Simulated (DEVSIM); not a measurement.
Device: Pd/La2O3/SiO2/p-Si capacitor, at 300 K.

```
layer (left to right)  material  thickness (nm)  Na (cm⁻³)
---------------------  --------  --------------  ---------
1                         La2O3            21.0          -
2                          SiO2           0.980          -
3                            Si            3400     2.9e16
```

Metal gate on the left, work function 5.2 eV. Fixed charge at the semiconductor interface -2.3e11 cm⁻² (in units of +e); no interface traps.

This is a model device: material constants are rounded textbook-type values typed into the input, and sizes, dopings and lifetimes were drawn at random. Values at 300 K.

```tsv
parameter	La2O3	SiO2	Si
gap (eV)	5.8	9	1.124
affinity (eV)	1.8	0.9	4.05
permittivity	27	3.9	11.7
Nc (cm⁻³)	-	-	2.86e19
Nv (cm⁻³)	-	-	3.1e19
```

Model (solved in DEVSIM): 1D Poisson equation in equilibrium, Boltzmann statistics, complete ionisation; no quantum confinement or tunnelling. Metal contacts follow the ideal Schottky-Mott rule: no Fermi-level pinning, no interface dipoles.

Task: Tabulate band edges, carrier densities and field at 0.8 V on the gate.

Result: Energies count from the Fermi level of the right contact; mesh points crowd at the junctions.

| x (μm) | Ec (eV) | Ev (eV) | n (cm⁻³) | p (cm⁻³) | field (V/cm) |
|---|---|---|---|---|---|
| 0.000 | 2.600 | -3.200 | < 1e2 | < 1e2 | 43000 |
| 0.001641 | 2.607 | -3.193 | < 1e2 | < 1e2 | 43000 |
| 0.005339 | 2.623 | -3.177 | < 1e2 | < 1e2 | 43000 |
| 0.01274 | 2.655 | -3.145 | < 1e2 | < 1e2 | 43000 |
| 0.01897 | 2.681 | -3.119 | < 1e2 | < 1e2 | 43000 |
| 0.02083 | 2.689 | -3.111 | < 1e2 | < 1e2 | 43000 |
| 0.02154 | 3.606 | -5.394 | < 1e2 | < 1e2 | 300000 |
| 0.02311 | 0.476 | -0.648 | 2.9e11 | 4.1e8 | 63000 |
| 0.02652 | 0.497 | -0.627 | 1.3e11 | 9.2e8 | 61000 |
| 0.03506 | 0.548 | -0.576 | 1.8e10 | 6.6e9 | 58000 |
| 0.05636 | 0.661 | -0.463 | 2.3e8 | 5.1e11 | 48000 |
| 0.1372 | 0.904 | -0.220 | 19000 | 6.3e15 | 13000 |
| 0.3112 | 0.944 | -0.180 | 4000 | 2.9e16 | 16 |
| 0.7457 | 0.944 | -0.180 | 4000 | 2.9e16 | ≈ 0 |
| 2.211 | 0.944 | -0.180 | 4000 | 2.9e16 | ≈ 0 |
| 2.937 | 0.944 | -0.180 | 4000 | 2.9e16 | ≈ 0 |
| 3.229 | 0.944 | -0.180 | 4000 | 2.9e16 | ≈ 0 |
| 3.345 | 0.944 | -0.180 | 4000 | 2.9e16 | ≈ 0 |
| 3.399 | 0.944 | -0.180 | 4000 | 2.9e16 | ≈ 0 |
| 3.414 | 0.944 | -0.180 | 4000 | 2.9e16 | ≈ 0 |
| 3.419 | 0.944 | -0.180 | 4000 | 2.9e16 | ≈ 0 |
| 3.422 | 0.944 | -0.180 | 4000 | 2.9e16 | ≈ 0 |
